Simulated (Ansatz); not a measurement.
Base system: GaSe in the beta-GaS type structure (space group P6_3/mmc, No. 194; layered, stacked along the Cartesian z axis).

```xyz
8
Lattice="3.7049 0.0000 0.0000 -1.8524 3.2085 0.0000 0.0000 0.0000 15.5079" Properties=species:S:1:pos:R:3 pbc="T T T"
Ga     0.0000     2.1390     2.6708
Ga     1.8524     1.0695    10.4247
Ga     1.8524     1.0695    12.8372
Ga     0.0000     2.1390     5.0832
Se     0.0000     2.1390     9.2452
Se     1.8524     1.0695     1.4912
Se     1.8524     1.0695     6.2627
Se     0.0000     2.1390    14.0167
```

Computed with PBEsol-D3(BJ) (Ansatz, an electronic-structure program; PAW; 420 eV plane waves; no SOC), earlier PAW set.

Base values:

```
Property                       Value
-------------------  ---------------
Band gap                     0.82 eV
Lattice parameter a          3.705 Å
Gap character        indirect, Γ → M
```

Now apply this change: every Ga is replaced by B, then cell and atoms are relaxed.

Tabulated Pauling electronegativity and covalent radius: Ga 1.81, 1.22 Å; B 2.04, 0.84 Å.

Problem. Estimate the effect on the band gap.

Solution. The band gap grows by 0.21 eV, from 0.82 eV to 1.03 eV.

Problem. Predict the new lattice parameter a.

Solution. The lattice parameter a drops by 0.505 Å (3.705 Å → 3.200 Å).

Problem. What happens to the gap character?

Solution. The gap character becomes indirect, Γ → K (base: indirect, Γ → M).

No phonon test of stability was made. As relaxed here, BSe is a hypothetical phase, not in the database extracts checked.
